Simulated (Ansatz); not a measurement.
Take InAgTe2 in the chalcopyrite structure (space group I-42d, No. 122; a = 6.354 Å, c = 12.637 Å) as the base. Axes: x, y, z lie along a, b, c of the conventional cell.

The values are results of LDA (Ansatz, a first-principles code, PAW, without spin-orbit coupling), not measurements.

For the base:

The pressure comes out as 0.0 GPa.

Modification: tensor shear ε_xz = +1.20 % (engineering shear γ = 0.0240), atoms relaxed at fixed cell.

**Question.** What does the calculation give for the pressure, largest internal atomic displacement and energy relative to the base after the change?

**Answer.** The pressure (mean of the normal stresses, compression positive) is still 0.0 GPa; the largest internal atomic displacement comes out as 0.026 Å; the energy increases by 1.3 meV/atom.

The cells carry an imposed strain or load. Stability against distortions was not tested. The final runs are not spin-polarised.
